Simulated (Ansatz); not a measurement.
HfTeS (P3m1, No. 156, 3 atoms in the cell; start mp-1224272)

These are LDA (plane waves, PAW; Ansatz, an electronic-structure program) values and carry that method's errors.

Settings: plane-wave cutoff 520 eV, 18×18×8 k mesh (along the axes of the cell as run), Fermi–Dirac smearing 0.05 eV, scalar-relativistic PAW data made under PBE.

Cell (relaxed at this level):

```xyz
3
Lattice="3.6838 0.0000 0.0000 -1.8419 3.1903 0.0000 0.0000 0.0000 6.1989" Properties=species:S:1:pos:R:3 pbc="T T T"
Hf     0.0000     2.1269     0.1947
Te     0.0000     0.0000     4.4944
S      1.8419     1.0634     1.5098
```

* **band gap**: zero (no gap)

Note: the relaxation could not lower the start's symmetry, so the cell can be a saddle point above a distorted one.

Spin–orbit coupling is not included; it can open a gap where bands touch, and shift volumes and moduli.

Computed values are for the static lattice.

The result took around 9 core-minutes (rough).

A start named mp-… is a Materials Project structure, which need not be a measured phase.
